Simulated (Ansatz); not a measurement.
## PbS: energy against volume

PbS (rock salt, Fm-3m, 24.961 Å³/atom and stress up to 0.01 GPa in the relaxed cell, cube axes along x, y and z) under an equal strain ε along all three axes. LDA in Ansatz, a plane-wave DFT program (PAW, default set), 420 eV, 10×10×10 Γ-centred mesh, Fermi-Dirac smearing 0.05 eV; ions are relaxed, or left where forces stay under 0.02 eV/Å, within the symmetry of each cell.

Here V stands for volume and E for E less E0.

```
volume (Å³/atom)  E less E0 (meV/atom)  pressure (GPa)
----------------  --------------------  --------------
23.4933                          19.16            4.43
23.8548                          10.60            3.20
24.2199                           4.64            2.06
24.5887                           1.15            1.00
24.9613                           0.00            0.00
25.3376                           1.09           -0.93
25.7176                           4.32           -1.80
26.1014                           9.61           -2.62
26.4891                          16.86           -3.38
27.2758                              ?               ?
```

The 9 complete rows are fitted with the third-order Birch-Murnaghan form, a cubic in V^(-2/3), E against V. With u = V^(-2/3) - 0.1171, the rows have u = 0.0048094, 0.0035747, 0.0023589, 0.0011614, -0.0000184, -0.0011805, -0.0023252, -0.0034531, -0.0045648. Least squares gives E = -0.007 + 38.5·u + 819001·u² + 287682·u³. Residuals (row less fit): 0.006, -0.009, -0.005, 0.007, 0.007, 0.002, -0.008, -0.004, 0.004; standard error 0.008 (degrees of freedom: 5). Its minimum lies at u = -0.0000235, so V0 = (0.1170765)^(-3/2) = 24.96. There d²E/du² = 1638000 and d³E/du³ = 1726000, so B0 = (4/9) × 24.96^(-7/3) × 1638000 × 0.160218 = 64.0 GPa (the last factor turns the table's units into GPa), and B0' = 4 + (2/3) × 0.1170765 × (1726000)/1638000 = 4.1. B0' rests on the cubic coefficient alone and has a standard error of 0.1 from these residuals.

### Question
Predict the withheld E at V = 27.2758 from the fit, and compare with the calculation.

### Answer
u = -0.0067392, so E = -0.007 + 38.5 × (-0.0067392) + 819001 × (-0.0067392)² + 287682 × (-0.0067392)³ = 36.842 meV/atom. The calculation gives 36.88 meV/atom, 0.038 meV/atom above the prediction (0.1 % of the range of E in the table). The row lies outside the fitted rows, so this is an extrapolation. From the scatter of the fitted rows alone, a prediction at this place has a standard error of 0.034 meV/atom, so the miss is 1.1 times that.

This level leaves no gap over 0.05 eV at strain -0.50 %. Spin-orbit coupling is left out, which can shift these values for the heavy elements here. Other structures, which can take over under pressure, weren't tried. The same form fitted to the pressure column gives B0' = 4.2; series where the two differ by over 0.4 aren't shown. Rows are the converged runs of the series near zero and its far end, less any whose ions stayed unrelaxed beside relaxed ones; series whose fitted rows scatter by over a few per cent of the range, as at a crossing or softening among them, aren't shown in this form.
